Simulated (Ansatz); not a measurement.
The parent structure is PbS in the rock salt structure (space group Fm-3m, No. 225; a = 5.9028 Å).

Structures relaxed with Ansatz (a quantum-chemistry and plane-wave program) PBEsol, no spin-orbit coupling, earlier PAW set.

Base:

Simulated powder pattern, Cu Kα, λ = 1.54184 Å (kinematic, ideal powder, no thermal factors, no anomalous dispersion; the 10 strongest lines at most, above 2 %, up to 2θ = 90°):

| 2θ (°) | I/Imax (%) | hkl |
|---|---|---|
| 26.15 | 97 | (111) |
| 30.28 | 100 | (200) |
| 43.36 | 75 | (220) |
| 51.34 | 51 | (311) |
| 53.80 | 27 | (222) |
| 62.99 | 13 | (400) |
| 69.40 | 21 | (331) |
| 71.47 | 35 | (420) |
| 79.56 | 27 | (422) |
| 85.47 | 17 | (511) |

It is then changed as follows: Mo takes the place of Pb on all its sites; the structure is relaxed again.

**Question.** How do the reflections move or split?

**Answer.** 
Simulated powder pattern, Cu Kα, λ = 1.54184 Å (kinematic, ideal powder, no thermal factors, no anomalous dispersion; the 10 strongest lines at most, above 2 %, up to 2θ = 90°):

| 2θ (°) | I/Imax (%) | hkl |
|---|---|---|
| 31.65 | 49 | (111) |
| 36.71 | 100 | (200) |
| 52.89 | 66 | (220) |
| 62.96 | 21 | (311) |
| 66.11 | 22 | (222) |
| 78.07 | 10 | (400) |
| 86.68 | 8.6 | (331) |
| 89.52 | 31 | (420) |

The indices refer to each structure's own conventional cell; one index is shown for lines that coincide.

Whether these cells are dynamically stable was not tested. As relaxed here, MoS is a hypothetical phase, not in the database extracts checked. All final runs are without spin polarisation. MoS has a high density of states at the Fermi level and may be magnetic at this level.
